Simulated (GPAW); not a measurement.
σxx against uniaxial strain in CsCl-type PdIn (space group 221): C11 (GPAW, PBEsol)

```
PdIn
1.0
    3.19766     0.00000     0.00000
    0.00000     3.24635     0.00000
    0.00000     0.00000     3.24635
In Pd
1 1
Direct
  0.50000   0.50000   0.50000
  0.00000   0.00000   0.00000
```

Level of theory: PBEsol, GPAW PAW datasets PBEsol (made by gpaw-setup) (plane waves; GPAW 25.7.0). Settings: mode = pw; ecut = 585 eV; xc = PBEsol; kpts = 20 20 20; mesh shift (steps) = 0 0 0; occupations.name = fermi-dirac; occupations.width = 0.05 eV; nbands = -10; convergence.density = 1e-06 e/electron; convergence.energy = 1e-06 eV/electron; symmetry.symmorphic = false; symmetry.tolerance = 0.0005; maxiter = 120. The cell above is the first row's. The rows stretch one cube axis (x) by the strain ε and hold the other two. Stress is positive in tension. In all rows fractional positions and the k mesh are held.

```
ε (%)  σxx (GPa)
-----  ---------
-1.5           ?
-1.0       -1.53
-0.5       -0.69
0.0         0.13
0.5         0.92
1.0         1.67
1.5         2.39
2.0         3.08
```

Q: Fit σxx against ε with a parabola, and predict the withheld value at ε = -1.5.

A: Least squares gives σxx = 0.131 + 1.6012·ε - 0.0633·ε². Residuals (row less fit): 0.003, -0.005, -0.001, 0.004, 0.001, 0.000, 0.000; standard error 0.004 (degrees of freedom: 4). The slope at ε = 0, 1.6012 GPa per cent, gives C11 ≈ 100 × 1.6012 = 160 GPa, for the static lattice. At the withheld row, σxx = 0.131 + 1.6012 × (-1.5) - 0.0633 × (-1.5)² = -2.413 GPa. The calculation gives -2.40 GPa, 0.013 GPa above the prediction (0.2 % of the range of σxx in the table). The row lies outside the fitted rows, so this is an extrapolation. From the scatter of the fitted rows alone, a prediction at this place has a standard error of 0.007 GPa, so the miss is 1.9 times that.

Carrying the step between the two nearest rows on in a straight line would have given -2.37, off by 0.03; series whose last step already gives the withheld value aren't shown. The reference cell has the volume at which an earlier scan in this program and functional put its minimum by a fit. The runs keep the symmetry of the cell, so they don't test it for distortions. The unstrained cell stands at a pressure of -0.13 GPa, and the constants belong to that pressure. By symmetry this strain leaves no force on the atoms; the largest in the rows is 0.000 eV/Å. Spin polarisation is off. Without a gap such slopes are sensitive to mesh and smearing. Cutoffs and mesh are single choices, not tested for convergence of this quantity. Series with a scatter that would blur these digits, or in which a gap closes, are not shown. Strain series were run only where this level's volume lies within 10 % of a first guess from the measured size.
